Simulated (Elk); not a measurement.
Worked example: self-consistent single point of SrMg₃ (I4/mmm, 4 atoms in the cell) in Elk

Method: Elk 10.2.4 with LDA (PW92), all-electron FP-LAPW, Elk's shipped species files, APW+lo basis with extra local orbitals.

Input as run:

```
tasks
  0

tforce
  .true.

rgkmax
  8.0

gmaxvr
  18.0

lmaxapw
  10

lmaxo
  8

nxlo
  2

lorbcnd
  .true.

lradstp
  2

nrmtscf
  2.0

lmaxi
  4

stype
  0

swidth
  0.00734986

maxscl
  100

scale
  1.889726125

avec
   -2.8164740000    2.8164740000    3.6819560000
    2.8164740000   -2.8164740000    3.6819560000
    2.8164740000    2.8164740000   -3.6819560000

sppath
  './'

atoms
  2
  'Sr.in'
  1
  0.0000000000  0.0000000000  0.0000000000    0.0 0.0 0.0
  'Mg.in'
  3
  0.5000000000  0.5000000000  0.0000000000    0.0 0.0 0.0
  0.2500000000  0.7500000000  0.5000000000    0.0 0.0 0.0
  0.7500000000  0.2500000000  0.5000000000    0.0 0.0 0.0

ngridk
  7 7 7
```

The program printed (abridged):

```
│ Elk code version 10.2.4 │

All units are atomic (Hartree, Bohr, etc.)

│ Ground-state run starting from atomic densities │

Lattice vectors :
  -5.322364498       5.322364498       6.957888444
   5.322364498      -5.322364498       6.957888444
   5.322364498       5.322364498      -6.957888444

Unit cell volume      :    788.4001167
Brillouin zone volume :   0.3146247802

Muffin-tin inner radius fraction :   0.1000000000E-01

Nuclei treated as point charges

Species :    1 (Sr)
 parameters loaded from : Sr.in
 name : strontium
 nuclear charge    :   -38.00000000
 electronic charge :    38.00000000
 atomic mass :    159721.4890
 muffin-tin radius :    2.600000000
 number of radial points in muffin-tin :   1199
 atomic positions (lattice), magnetic fields (Cartesian) :
   1 :   0.00000000  0.00000000  0.00000000    0.00000000  0.00000000  0.00000000

Species :    2 (Mg)
 parameters loaded from : Mg.in
 name : magnesium
 nuclear charge    :   -12.00000000
 electronic charge :    12.00000000
 atomic mass :    44305.30462
 muffin-tin radius :    2.200000000
 number of radial points in muffin-tin :    799
 atomic positions (lattice), magnetic fields (Cartesian) :
   1 :   0.50000000  0.50000000  0.00000000    0.00000000  0.00000000  0.00000000
   2 :   0.25000000 -0.25000000  0.50000000    0.00000000  0.00000000  0.00000000
   3 :  -0.25000000  0.25000000  0.50000000    0.00000000  0.00000000  0.00000000

Total number of atoms per unit cell :    4

Spin treatment :
 spin-unpolarised

Number of Bravais lattice symmetries :   16
Number of crystal symmetries         :   16
Crystal has inversion symmetry
Real symmetric eigensolver will be used

k-point grid :      7     7     7
k-point offset :    0.000000000       0.000000000       0.000000000
k-point set is reduced with full crystal symmetry group
Total number of k-points :       40

Muffin-tin radius times maximum |G+k| :    8.000000000
 using average radius
   [... lines left out ...]
 potential will be trimmed for |G| > 2 gkmax
Constant for pseudocharge density :   12
Radial integration step length :    2

G-vector grid sizes :     60    60    60
Number of G-vectors :    77631

Maximum angular momentum used for
 APW functions                      :   10
 outer part of muffin-tin           :    8
 inner part of muffin-tin           :    4

Total nuclear charge    :   -74.00000000
Total core charge       :    34.00000000
Total valence charge    :    40.00000000
Total excess charge     :    0.000000000
Total electronic charge :    74.00000000

Effective Wigner radius, rₛ :    1.365029751

Number of empty states         :   16
Total number of valence states :   36
Total number of core states    :   34

Conduction state local-orbitals added automatically
Total number of local-orbitals :  404

Exchange-correlation functional :      3     0     0
 Perdew-Wang/Ceperley-Alder, Phys. Rev. B 45, 13244 (1992)
 gradient requirement :    0
 local density approximation (LDA)

Smearing type :    0
 Gaussian
Smearing width :   0.7349860000E-02
Effective electronic temperature (K) :    2320.902224

Mixing type :    3
 Broyden mixing, J. Phys. A: Math. Gen. 17, L317 (1984)

Kohn-Sham potential initialised from atomic data
│ Self-consistent loop started │
│ Loop number : 1 │
 total energy                :     -3777.63174214
│ Loop number : 2 │
 total energy                :     -3777.59895140
RMS change in Kohn-Sham potential (target) :   0.2119507629E-01 (  0.1000000000E-05)
Absolute change in total energy (target)   :   0.3279074038E-01 (  0.1000000000E-03)
│ Loop number : 3 │
 total energy                :     -3777.38329179
RMS change in Kohn-Sham potential (target) :   0.1930086918E-01 (  0.1000000000E-05)
Absolute change in total energy (target)   :   0.2238572955     (  0.1000000000E-03)
│ Loop number : 4 │
 total energy                :     -3776.95474590
RMS change in Kohn-Sham potential (target) :   0.1617746599E-01 (  0.1000000000E-05)
Absolute change in total energy (target)   :   0.4845102115     (  0.1000000000E-03)
│ Loop number : 5 │
 total energy                :     -3775.76362239
RMS change in Kohn-Sham potential (target) :   0.7498379826E-02 (  0.1000000000E-05)
Absolute change in total energy (target)   :    1.312251059     (  0.1000000000E-03)
   [... lines left out ...]
Absolute change in total energy (target)   :   0.8901562485E-02 (  0.1000000000E-03)
│ Loop number : 11 │
 total energy                :     -3774.75084584
RMS change in Kohn-Sham potential (target) :   0.6247235998E-06 (  0.1000000000E-05)
Absolute change in total energy (target)   :   0.2371093117E-02 (  0.1000000000E-03)
│ Loop number : 12 │
 total energy                :     -3774.75073780
RMS change in Kohn-Sham potential (target) :   0.8566142641E-07 (  0.1000000000E-05)
Absolute change in total energy (target)   :   0.7008198195E-03 (  0.1000000000E-03)
│ Loop number : 13 │
 total energy                :     -3774.75073909
RMS change in Kohn-Sham potential (target) :   0.3899849591E-07 (  0.1000000000E-05)
Absolute change in total energy (target)   :   0.1739149725E-03 (  0.1000000000E-03)
│ Loop number : 14 │
 total energy                :     -3774.75074087
RMS change in Kohn-Sham potential (target) :   0.1181127188E-07 (  0.1000000000E-05)
Absolute change in total energy (target)   :   0.4169376371E-04 (  0.1000000000E-03)
Convergence targets achieved

│ Loop number : 15 │

Energies :
 Fermi                       :     0.130174442373
 sum of eigenvalues          :     -2190.10660626
 electron kinetic            :      3868.73441103
 core electron kinetic       :      3624.89002629
 Coulomb                     :     -7495.23388980
 Coulomb potential           :     -5862.60134620
 nuclear-nuclear             :     -358.219047974
 electron-nuclear            :     -8411.42833745
 Hartree                     :      1274.41349563
 Madelung                    :     -4563.93321670
 xc potential                :     -196.239671088
 exchange                    :     -142.079813389
 correlation                 :     -6.17144944170
 total energy                :     -3774.75074160

Density of states at Fermi energy :    66.09402343
 (states/Hartree/unit cell)

Estimated indirect band gap :   0.5464409486E-03
 from k-point     10 to k-point     12
Estimated direct band gap   :   0.7367456141E-02
 at k-point      3

Charges :
 core                        :    34.00000000
 valence                     :    40.00000000
 interstitial                :    6.610031221
 muffin-tins (core leakage)
  species :    1 (Sr)
   atom    1                 :    36.01130206     (  0.2897415312E-04)
  species :    2 (Mg)
   atom    1                 :    10.43525803     ( -0.8881784197E-15)
   atom    2                 :    10.47170434     (   0.000000000    )
   atom    3                 :    10.47170434     (   0.000000000    )
 total in muffin-tins        :    67.38996878
 total calculated charge     :    73.99977094
 total charge                :    74.00000000
 error                       :   0.2290646385E-03

│ Self-consistent loop stopped │

Forces :
 species :    1 (Sr)
  atom :    1
   Hellmann-Feynman          :     0.00000000    0.00000000    0.00000000
   IBS                       :     0.00000000    0.00000000   -0.00000000
   total force               :     0.00000000    0.00000000    0.00000000
   total magnitude           :     0.00000000
 species :    2 (Mg)
  atom :    1
   Hellmann-Feynman          :     0.00000000    0.00000000   -0.00000000
   IBS                       :     0.00000000    0.00000000    0.00000000
   total force               :     0.00000000    0.00000000   -0.00000000
   total magnitude           :     0.00000000
  atom :    2
   Hellmann-Feynman          :     0.00000000    0.00000000    0.00000000
   IBS                       :     0.00000000   -0.00000000   -0.00000000
   total force               :     0.00000000    0.00000000   -0.00000000
   total magnitude           :     0.00000000
  atom :    3
   Hellmann-Feynman          :     0.00000000    0.00000000    0.00000000
   IBS                       :     0.00000000   -0.00000000   -0.00000000
   total force               :     0.00000000    0.00000000   -0.00000000
   total magnitude           :     0.00000000
```

The run converged in 15 iterations. The count includes the last loop, which Elk runs after its targets are met.

The starting cell comes from a database of computed structures (which also holds hypothetical and non-ambient phases and stackings), without a prior relaxation at this level. Its lattice was rescaled by a random factor within 2.5 % of one. Values depend on the basis (sphere radii, cutoffs, local orbitals), which need not be converged. The log's line on a gap gives a spacing of levels on this mesh, which the program prints for metals too.

Cost on one core of a shared machine: roughly 4 min.
